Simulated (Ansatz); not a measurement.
# Sn: element substitutions

Consider Sn (space group I4_1/amd, No. 141; a = 5.8862 Å, c = 3.1837 Å).

Each row replaces one element on all its sites; cell and atoms are relaxed.

Calculations: r2SCAN/PAW in Ansatz (a first-principles code), without spin-orbit coupling.

```
case     c/a ratio  shortest interatomic distance
-------  ---------  -----------------------------
base         0.541                        3.049 Å
Sn → Mo      0.524                        2.600 Å
Sn → Si          …                              …
Sn → Pb      0.537                        3.215 Å
```

Some entries are withheld; estimate them.


- Sn → Si, c/a ratio: 0.554
- Sn → Si, shortest interatomic distance: 2.486 Å

Whether these cells are dynamically stable was not tested. As relaxed here, Mo and Pb are hypothetical phases, not in the database extracts checked. For Si in this form, whether it has been made was not checked. The final runs are not spin-polarised. This is not the structure that Si has at room temperature and ambient pressure.
